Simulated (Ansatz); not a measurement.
## SiO2 (model structure, started from the CdI2 type, P-3m1, No. 164, 3 atoms in the cell): lattice constant a by level of theory

No measured value is used here.

```tsv
level (code)	value (Å)
PBE (Ansatz)	2.698
PBEsol (Ansatz)	2.679
PBE-D3(BJ) (Ansatz)	2.686
```

Ansatz's density-functional and Hartree–Fock values are scalar-relativistic unless marked +SOC, with PAW data made under PBE.

A model structure was made by putting elements into a prototype or built by hand; it is no filed structure, need not be a known phase, and can be a saddle point held by its symmetry.

Ansatz is a quantum-chemistry and plane-wave program.
